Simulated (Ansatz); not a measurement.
Re, element substitutions

Base system: Re in the hcp (Mg type) structure (space group P6_3/mmc, No. 194; a = 2.7579 Å, c = 4.4628 Å).

Each row replaces one element on all its sites; cell and atoms are relaxed.

Computed with Ansatz (a program for electronic structure) r2SCAN, scalar-relativistic without spin-orbit coupling.

| case | shortest interatomic distance | c/a ratio |
|---|---|---|
| base | 2.741 Å | 1.618 |
| Re → Os | [?] | 1.576 |
| Re → Pb | [?] | 1.651 |
| Re → Al | 2.818 Å | [?] |
| Re → Cu | [?] | 1.651 |

Task: Complete the table.

Result: 
- Re → Os, shortest interatomic distance: 2.675 Å
- Re → Pb, shortest interatomic distance: 3.513 Å
- Re → Al, c/a ratio: 1.653
- Re → Cu, shortest interatomic distance: 2.521 Å

Whether these cells are dynamically stable was not tested. For Al and Cu in this form, whether it has been made was not checked. All final runs are without spin polarisation. This is not the structure that Pb has at room temperature and ambient pressure. This is not the structure that Al has at room temperature and ambient pressure. This is not the structure that Cu has at room temperature and ambient pressure.
